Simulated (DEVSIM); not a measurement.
# abrupt GaSb n-p junction

System: abrupt GaSb n-p junction, at 300 K.

| layer (left to right) | material | thickness (μm) | Nd (cm⁻³) | Na (cm⁻³) | τn (s) | τp (s) |
|---|---|---|---|---|---|---|
| 1 | GaSb | 0.690 | 7.4e15 | - | 5.6e-8 | 5.6e-8 |
| 2 | GaSb | 140 | - | 5.4e17 | 5.6e-8 | 5.6e-8 |

Left contact: ohmic. Right contact: ohmic. Voltage is applied to the left contact. Recombination: SRH at mid-gap, Auger. Mobility is constant in doping.

This is a model device: material constants are rounded textbook-type values typed into the input, and sizes, dopings and lifetimes were drawn at random. Values at 300 K.

| parameter | GaSb |
|---|---|
| gap (eV) | 0.726 |
| affinity (eV) | 4.06 |
| permittivity | 15.7 |
| Nc (cm⁻³) | 2.1e17 |
| Nv (cm⁻³) | 1.8e19 |
| μn (cm²/Vs) | 5000 |
| μp (cm²/Vs) | 850 |
| Cn (cm⁶/s) | 5e-30 |
| Cp (cm⁶/s) | 5e-30 |

DEVSIM, 1D drift-diffusion, Boltzmann statistics, complete ionisation; no tunnelling, impact ionisation, image-force lowering or self-heating.

| Quantity | Value |
|---|---|
| Potential step across the device at zero bias | 0.549 V |
| Largest field in the device at zero bias | 42000 V/cm |
| Dark forward voltage at 1 A/cm² | 0.275 V |
| Dark forward voltage at 100 A/cm² | 0.424 V |

Dark forward current:

```tsv
V (V)	J (A/cm²)
-0.05	-0.00020
-0.10	-0.0014
-0.15	-0.0094
-0.20	-0.061
-0.25	-0.39
-0.30	-2.5
-0.35	-15
-0.40	-63
-0.45	-170
-0.50	-320
-0.55	-510
-0.60	-710
-0.65	-920
-0.70	-1100
-0.75	-1400
-0.80	-1600
-0.85	-1800
-0.90	-2100
```
